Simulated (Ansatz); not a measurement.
## A short convergence ladder for LuF3 (P3m1, 4 atoms in the cell)

```xyz
4
Lattice="3.8273 0.0000 0.0000 -1.9137 3.3146 0.0000 0.0000 0.0000 4.2198" Properties=species:S:1:pos:R:3 pbc="T T T"
Lu     0.0000     0.0000     2.1599
F      0.0000     2.2097     2.5740
F      1.9137     1.1049     1.6458
F      0.0000     0.0000     0.0000
```

Base method: PBEsol, default PAW files made with PBE (plane waves; Ansatz, an electronic-structure program).

Base settings: basis.ecutwfc = 420 eV; kpoints.mp_grid.grid = 8 8 6; hamiltonian.xc = pbesol; hamiltonian.pseudopotentials = {kind: paw} (the program's default PAW files); scf.occupations.method = fixed.

**The width of Fermi-Dirac smearing**

In this ladder: scf.occupations.method = fermi_dirac.

The mesh stays at the base's, so the ladder's end is converged at best in this setting alone.

Only quantities that move along the ladder and can be compared are tabulated.

```tsv
scf.occupations.width	free energy less the last step's (meV/atom)	pressure (GPa)	largest difference of a force vector from the last step's (eV/Å)	gap on the mesh (eV)
1 eV	-57.55	4.06	0.037	6.863
0.5 eV	-0.36	3.53	0.000	6.646
0.2 eV	0.00	3.53	0.000	6.642
0.1 eV	0.00	3.53	0.000	6.642
0.02 eV	0.00	3.53	0.000	6.642
```

Widest scf.occupations.width that holds the free energy within 1 meV/atom of the last step, with all finer ones: 0.5 eV; the step before is off by 58 meV/atom.

Widest scf.occupations.width that holds the pressure within 0.05 GPa of the last step, with all finer ones: 0.5 eV; the step before is off by 0.53 GPa.

Widest scf.occupations.width that holds the forces within 0.02 eV/Å of the last step, with all finer ones: 0.5 eV; the step before is off by 0.037 eV/Å.

On the base run: the starting cell comes from a database of computed structures (which also holds hypothetical and non-ambient phases and stackings), without a prior relaxation at this level. Its lattice was rescaled by up to half a per cent. One atom was moved a little off its site on purpose. Spin-orbit coupling is off. In the base run, with a pressure of about 4 GPa the cell is away from its equilibrium volume at this level. Ansatz's pressure includes its estimate of the finite-basis (Pulay) stress.

Keys are those of Ansatz 0.2.
